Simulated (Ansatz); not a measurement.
# Hypothetical diamond Ru: pressure series

Take Ru in the diamond structure (space group Fd-3m, No. 227; a hypothetical phase, not in the database extracts checked) as the base.

```cif
data_Ru2
_chemical_formula_sum 'Ru2'
_space_group_name_H-M_alt 'P 1'
_space_group_IT_number 1
_cell_length_a 3.85696
_cell_length_b 3.85696
_cell_length_c 3.85696
_cell_angle_alpha 60.000
_cell_angle_beta 60.000
_cell_angle_gamma 60.000
loop_
_space_group_symop_operation_xyz
  'x, y, z'
loop_
_atom_site_label
_atom_site_type_symbol
_atom_site_fract_x
_atom_site_fract_y
_atom_site_fract_z
_atom_site_occupancy
Ru1 Ru 0.75000 0.75000 0.75000 1
Ru2 Ru 0.50000 0.50000 0.50000 1
```

Cell and atoms are relaxed at each pressure.

Calculations: PBE/PAW in Ansatz (a first-principles code), without spin-orbit coupling.

```tsv
pressure (GPa)	volume per atom (Å³/atom)
-2	20.543
-1	20.412
0	20.286
0.3	20.248
0.7	?
1.5	20.103
5	19.714
7.5	19.458
10	19.220
```

Fit the third-order Birch–Murnaghan form P(V) = (3B₀/2)[(V₀/V)^(7/3) − (V₀/V)^(5/3)]·[1 + (3/4)(B₀′ − 4)((V₀/V)^(2/3) − 1)] (squares taken in P) to the rows shown and predict the withheld row.

Least squares on the printed values gives V₀ = 20.286 Å³/atom, B₀ = 163 GPa, B₀′ = 4.7; this predicts 20.200 Å³/atom, and the run gives 20.199 Å³/atom, in agreement.

Load acts through the strain it causes; cell and atoms are relaxed under it. Whether these cells are dynamically stable was not tested. No other phases were tried under pressure. The final runs are not spin-polarised.
